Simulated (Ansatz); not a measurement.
## Ru, response to strain

The reference is Ru in the hcp (Mg type) structure (space group P6_3/mmc, No. 194; a = 2.7043 Å, c = 4.2629 Å; relaxed with 0.1 eV smearing). Axes: x lies along a and z along c of the hexagonal cell.

Strains are applied to the cell and any free atomic positions relax; under biaxial strain the out-of-plane vector relaxes too.

Calculations: plane-wave PAW DFT at the r2SCAN level (Ansatz, an electronic-structure program, 500 eV), no spin-orbit coupling.

Notes on the quantities. in-plane stress: mean in-plane stress (compression positive).

```json
[
 {"change": "biaxial strain −3.00 %, plane normal [001], relaxed out of plane", "out-of-plane strain": "+1.66 %", "in-plane stress": "___"},
 {"change": "biaxial strain −2.50 %, plane normal [001], relaxed out of plane", "out-of-plane strain": "+1.38 %", "in-plane stress": "+20.4 GPa"},
 {"change": "biaxial strain −2.00 %, plane normal [001], relaxed out of plane", "out-of-plane strain": "___", "in-plane stress": "+15.8 GPa"},
 {"change": "biaxial strain −1.50 %, plane normal [001], relaxed out of plane", "out-of-plane strain": "___", "in-plane stress": "+11.5 GPa"},
 {"change": "biaxial strain −1.00 %, plane normal [001], relaxed out of plane", "out-of-plane strain": "___", "in-plane stress": "+7.4 GPa"},
 {"change": "biaxial strain −0.50 %, plane normal [001], relaxed out of plane", "out-of-plane strain": "+0.27 %", "in-plane stress": "+3.6 GPa"}
]
```

### Question
Fill in the withheld entries from the trend.

### Answer

- biaxial strain −3.00 %, plane normal [001], relaxed out of plane, in-plane stress: +25.2 GPa
- biaxial strain −2.00 %, plane normal [001], relaxed out of plane, out-of-plane strain: +1.10 %
- biaxial strain −1.50 %, plane normal [001], relaxed out of plane, out-of-plane strain: +0.82 %
- biaxial strain −1.00 %, plane normal [001], relaxed out of plane, out-of-plane strain: +0.55 %

No phonon test of stability was made. All final runs are without spin polarisation.
